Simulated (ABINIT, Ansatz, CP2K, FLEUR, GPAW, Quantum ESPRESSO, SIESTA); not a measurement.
## One structure in several programs: NiO2 (P-3m1, 3 atoms in the cell)

Self-consistent single point.

```
CELL_PARAMETERS angstrom
      2.72993     0.00000     0.00000
     -1.36496     2.36419     0.00000
      0.00000     0.00000     4.50466
ATOMIC_POSITIONS crystal
  Ni 0.00000 0.00000 0.50000
  O  0.66667 0.33333 0.70604
  O  0.33333 0.66667 0.29396
```

Shared settings, as Ansatz (a first-principles code) writes them: kpoints.mp_grid.grid = 11 11 6; scf.occupations.method = fixed. Potentials and cutoffs stand in the table.

| code | model | pressure (GPa) | largest force (eV/Å) | gap on the mesh (eV) | cutoff |
|---|---|---|---|---|---|
| SIESTA | GGA PBEsol, numerical atomic orbitals DZP, PseudoDojo PBEsol standard norm-conserving potentials (rewritten from UPF to PSML) | 12.95 | 1.046 | 0.869 | grid 300 Ry |
| CP2K | PBEsol, GPW, DZVP-MOLOPT-SR-GTH basis, GTH-PBE potentials (GTH_POTENTIALS) | 15.05 | 0.987 | 0.959 | grid 600 Ry |
| Ansatz | PBEsol, PAW files made with PBE | 11.17 | 0.605 | 0.973 | default |
| Quantum ESPRESSO | PBEsol, SSSP 1.1.2 efficiency (PBE) pseudopotentials | 11.95 | 0.642 | 1.010 | 55 Ry |
| ABINIT | PBEsol, PAW (JTH v2.0 PBE PAW, files made for PBE) | 7.46 | 0.676 | 0.962 | 60 Ry |
| FLEUR | PBEsol, all-electron FLAPW (FLEUR), scalar-relativistic valence | – | – | 0.955 | Kmax 4.8 1/bohr |
| GPAW | PBEsol, GPAW PAW datasets PBEsol (made by gpaw-setup) | – | 0.933 | 1.009 | 950 eV |

A dash marks a value that a program does not give, or that is left out as unsure.

Gaps are read on the mesh.

The spread over the programs that give each value: pressure within 7.59 GPa; largest force within 0.441 eV/Å; gap on the mesh within 0.141 eV.

SIESTA and CP2K use small atom-centred bases, whose incompleteness enters pressures, forces and empty levels differently from a plane-wave cutoff. FLEUR treats all electrons, but the usual bases taken here (sphere radii, linearisation, local orbitals, empty states) were not tested for convergence, so the values are no reference for the others. Ansatz's pressure is given at a fixed set of plane waves, as the other plane-wave codes print theirs; with its correction for the finite basis it is 11.74 GPa (the shift of 0.56 GPa shows how far the cutoff is from converged). The pressure of GPAW is left out: its cutoff lies under the one at which its stress was checked. In the pressure, SIESTA (by 1.77), CP2K (by 3.88) and ABINIT (by 3.71) lie more than 1 GPa from the median of the plane-wave programs. In the gap, SIESTA (by 0.122) lies more than 0.12 eV from the median of the plane-wave programs. In the force vectors, SIESTA (by 0.388), CP2K (by 0.328) and GPAW (by 0.274) lie more than 0.08 eV/Å from the median of the plane-wave programs.

The starting cell comes from a database of computed structures (which also holds hypothetical and non-ambient phases and stackings), without a prior relaxation at this level. Its lattice was rescaled by a random factor within 2.5 % of one.

Keys are those of Ansatz 0.2.
